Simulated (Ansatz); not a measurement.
A hypothetical phase is included: elements placed on a structure type, which no database files for this compound.

By r2SCAN, the system below comes out a metal.

A figure of merit of an interconnect metal is its ballistic conductance per area.

Given:

```
CELL_PARAMETERS angstrom
      5.92644     0.00000     0.00000
     -1.97548     5.58750     0.00000
      1.97548     2.79375     4.83892
ATOMIC_POSITIONS crystal
  Ge 0.00000 0.75000 0.50000
  Ge 0.75000 0.50000 0.00000
  Ge 0.50000 0.00000 0.25000
  Ge 0.75000 0.75000 0.25000
```

The cell was relaxed by PBE-D3(BJ); by r2SCAN it stands under a pressure of -0.8 GPa.

The current flows along the normal of the first two printed cell vectors, the (110) plane of the conventional cell. No spin-orbit coupling; the value is a mean over 0.1 eV about the Fermi level.

Estimate the ballistic conductance per area that Ansatz (a first-principles code) with r2SCAN returns for this system.

0.35 × 10¹⁵ S/m² for both spins.
